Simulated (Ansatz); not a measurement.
System: BaTiO3 (Amm2, No. 38, 5 atoms in the cell; start mp-5777). Method: LDA (Ansatz, a program for electronic structure, PAW).

Numerical settings: plane-wave cutoff 500 eV, 10×10×10 k mesh, gaussian smearing 0.02 eV, no spin polarisation, scalar-relativistic PAW data made under PBE.

Cell (relaxed at this level):

BaTiO$_{3}$ has the orthorhombic space group Amm2 (No. 38), Pearson symbol oS10. Cell: a = 3.923 Å, b = 5.588 Å, c = 5.598 Å, α = 90.00°, β = 90.00°, γ = 90.00°. Ba on 2a is surrounded by 12 O at 2.733–2.865 Å (cuboctahedral). Ti on 2b is surrounded by 4 O at 1.874–1.966 Å and 2 O at 2.084 Å (octahedral). O1 on 4e is surrounded by 1 Ti at 1.874 Å and 1 Ti at 2.084 Å and 4 Ba at 2.757–2.816 Å (octahedral). O2 on 2a is coordinated by 2 Ti at 1.966 Å and 4 Ba at 2.733–2.865 Å (octahedral). (Neighbours: up to the widest gap in distance over summed covalent radii, below 1.35, at either atom; cation-cation and far metal-metal contacts left out.)
(The calculation used a cell of 5 atoms; values per cell refer to that cell.)

Estimate the band gap that the calculation returns.


- band gap: 2.03 eV (on the SCF k mesh)

Note: the relaxation could not lower the start's symmetry, so the cell can be a saddle point above a distorted one.

Spin–orbit coupling is not included.

Computed values are for the static lattice.

The result took around 4 core-minutes (rough).

A start named mp-… is a Materials Project structure, which need not be a measured phase.
